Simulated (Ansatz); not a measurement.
# Effect of pressure 0.7 GPa on Cs2SnI6

Consider Cs2SnI6 (space group Fm-3m, No. 225; a = 11.550 Å).

It is then changed as follows: a hydrostatic pressure of 0.7 GPa.

The values are results of plane-wave PAW DFT at the PBEsol level (Ansatz, a first-principles code, 420 eV), no spin-orbit coupling, not measurements. Γ-centred 7×7×7 mesh, Fermi–Dirac width 0.05 eV.

```json
[
 {"quantity": "volume per atom", "base": "42.80 Å³", "changed": "40.66 Å³", "shift": "-2.145 Å³"},
 {"quantity": "density", "base": "4.94 g/cm³", "changed": "5.20 g/cm³", "shift": "+0.26 g/cm³"},
 {"quantity": "lattice parameter a", "base": "11.550 Å", "changed": "11.354 Å", "shift": "-0.196 Å"},
 {"quantity": "shortest interatomic distance", "base": "2.870 Å", "changed": "2.859 Å", "shift": "-0.011 Å"},
 {"quantity": "enthalpy H = E + PV relative to the base's energy", "base": "–", "changed": "+0.18 eV/atom", "shift": "–"},
 {"quantity": "band gap", "base": "zero", "changed": "zero", "shift": "–"}
]
```

Final structure:

```
CELL_PARAMETERS angstrom
      0.00000     5.67699     5.67699
      5.67699     0.00000     5.67699
      5.67699     5.67699     0.00000
ATOMIC_POSITIONS crystal
  Cs 0.25000 0.25000 0.25000
  Cs 0.75000 0.75000 0.75000
  Sn 0.00000 0.00000 0.00000
  I  0.74817 0.25183 0.25183
  I  0.25183 0.74817 0.74817
  I  0.25183 0.74817 0.25183
  I  0.74817 0.25183 0.74817
  I  0.25183 0.25183 0.74817
  I  0.74817 0.74817 0.25183
```

Spin-orbit coupling, missing from the scalar runs, can matter with I. Load acts through the strain it causes; cell and atoms are relaxed under it. Whether these cells are dynamically stable was not tested. All final runs are without spin polarisation. A zero or small gap of Cs2SnI6 can be the functional's error rather than a property of the material.
